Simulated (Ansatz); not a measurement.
**Pressure series in hypothetical diamond La**

Consider La in the diamond structure (space group Fd-3m, No. 227; a = 6.563 Å; a hypothetical phase, not in the database extracts checked).

Cell and atoms are relaxed at each pressure.

Method: PBEsol, PAW, 420 eV (Ansatz, a program for electronic structure; without spin-orbit coupling).

```
P (GPa)  V (Å³/atom)
-------  -----------
-2.00         36.837
-1.00         36.034
0.30          35.151
0.69          34.908
1.50          34.445
3.01          33.675
5.01          32.792
7.50          31.860
10.00         31.057
```

A third-order Birch–Murnaghan fit to these points gives V₀ = 35.34 Å³/atom, B₀ = 54 GPa and B₀′ = 5.4. At pressure 10 GPa the volume is 87.9 % of V₀.

Load acts through the strain it causes; cell and atoms are relaxed under it. No phonon test of stability was made. No other phases were tried under pressure.
